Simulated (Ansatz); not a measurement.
A self-consistent single point of ZrCuSiP (P4mm, 8 atoms in the cell) with Ansatz (a program for electronic structure).

Computed with PBEsol, default PAW files made with PBE (plane waves; Ansatz).

```
ZrCuSiP
1.0
    3.57551     0.00000     0.00000
    0.00000     3.57551     0.00000
    0.00000     0.00000     9.47875
Zr Si Cu P
2 2 2 2
Cartesian
  0.00000   1.78776   7.36172
  1.78776   0.00000   2.16703
  1.78776   1.78776   0.00000
  0.00000   0.00000   0.00000
  1.78776   1.78776   4.73937
  0.00000   0.00000   4.73937
  0.00000   1.78776   3.11083
  1.78776   0.00000   6.36792
```

Reference input (self-consistent single point, DFT, PBEsol, plane waves, default PAW files made with PBE): basis.ecutwfc = 30.9 Ry; kpoints.mp_grid.grid = 9 9 4; hamiltonian.xc = pbesol; hamiltonian.pseudopotentials = {kind: paw} (the program's default PAW files); scf.occupations.method = gaussian; scf.occupations.width = 0.0073 Ry. This run's input differs from it in these lines:

Ansatz 0.2 input:
```diff
@@ -18,3 +18,3 @@
 kpoints:
-  mp_grid: { grid: [9, 9, 4] }
+  mp_grid: { grid: [6, 6, 3] }
 hamiltonian:
@@ -23,3 +23,3 @@
 scf:
-  occupations: { method: gaussian, width: 0.0073 Ry }
+  occupations: { method: gaussian, width: 0.0037 Ry }
 output:
```

The program printed (abridged):

```
SCF iter   1: F=—  HF=-24164.360444 eV  |F-HF|=—  |Δ(HF+E_count)|=         —  Δρ=1.10e-2  dr2=1.18e-1  ethr=1.77e-3  ⟨swp⟩=6.7  Hψ=3872  notcnv=0  defer=3
all-band conjugate gradients solve this SCF's bands
preconditioner: auto → Resta (q_TF=auto, 2.546 Å⁻¹)
SCF iter   2: F=—  HF=-24164.346321 eV  |F-HF|=—  |Δ(HF+E_count)|=   1.41e-2  Δρ=2.56e-3  dr2=9.45e-3  ethr=1.47e-4  ⟨swp⟩=2.0  Hψ=1569  notcnv=0  defer=42
   [... lines left out ...]
SCF iter   4: F=—  HF=-24164.344079 eV  |F-HF|=—  |Δ(HF+E_count)|=   5.38e-4  Δρ=3.26e-4  dr2=7.72e-5  ethr=6.40e-6  ⟨swp⟩=2.0  Hψ=1335  notcnv=0  defer=42
SCF iter   5: F=—  HF=-24164.344199 eV  |F-HF|=—  |Δ(HF+E_count)|=   1.20e-4  Δρ=9.54e-5  dr2=6.91e-6  ethr=9.65e-8  ⟨swp⟩=2.0  Hψ=1535  notcnv=0  defer=42
SCF iter   6: F=—  HF=-24164.344197 eV  |F-HF|=—  |Δ(HF+E_count)|=   1.97e-6  Δρ=1.31e-5  dr2=2.00e-7  ethr=8.64e-9  ⟨swp⟩=2.0  Hψ=1666  notcnv=0  defer=42
SCF iter   7: F=-24164.344197 eV  HF=-24164.344197 eV  |F-HF|=4.11e-8  |Δ(HF+E_count)|=   1.67e-7  Δρ=1.03e-5  dr2=8.44e-8  ethr=1.25e-10  ⟨swp⟩=8.8  Hψ=3848  notcnv=0
SCF 1 converged in 7 iterations: F = -24164.344197 eV  dr2 = 8.44e-8
Free energy (F): -24164.344197 eV
Internal energy: -24164.341682 eV  (E = F + TS)
E sigma→0 (E₀):  -24164.342939 eV
Entropy (-TS):   -0.002515 eV (-0.314 meV/atom)
Fermi energy:    13.914045 eV
--- Forces (eV/Å), atoms counted from 1 ---
  atom   1  Zr    -0.00000000    -0.00000000    -0.90248016
  atom   2  Zr     0.00000000     0.00000000     0.28283402
  atom   3  Si     0.00000000     0.00000000     0.19385606
  atom   4  Si     0.00000000    -0.00000000     0.19385606
  atom   5  Cu     0.00000000    -0.00000000     0.05965036
  atom   6  Cu     0.00000000     0.00000000     0.05965036
  atom   7  P      0.00000000     0.00000000     0.00238087
  atom   8  P      0.00000000     0.00000000     0.11026080
--- Stress (GPa, compression-positive) ---
       -2.915887       0.000000       0.000000
        0.000000      -2.915887       0.000000
        0.000000       0.000000      -2.712251
  P = ⅓ Tr σ = -2.8480 GPa (-28.480 kbar)
  The stress holds the Pulay correction. Without it, at fixed plane waves, as pw.x and ABINIT print it: P = -2.9001 GPa
```

The run converged in 7 iterations. Against the reference run the free energy rises by 4.1 meV/atom, the pressure moves little (-2.91 to -2.85 GPa) and the largest force goes from 0.921 to 0.902 eV/Å.

The starting cell comes from a database of computed structures (which also holds hypothetical and non-ambient phases and stackings), without a prior relaxation at this level. Its lattice was rescaled by up to half a per cent. One atom was moved a little off its site on purpose. Spin polarisation is off. Ansatz's pressure includes its estimate of the finite-basis (Pulay) stress.
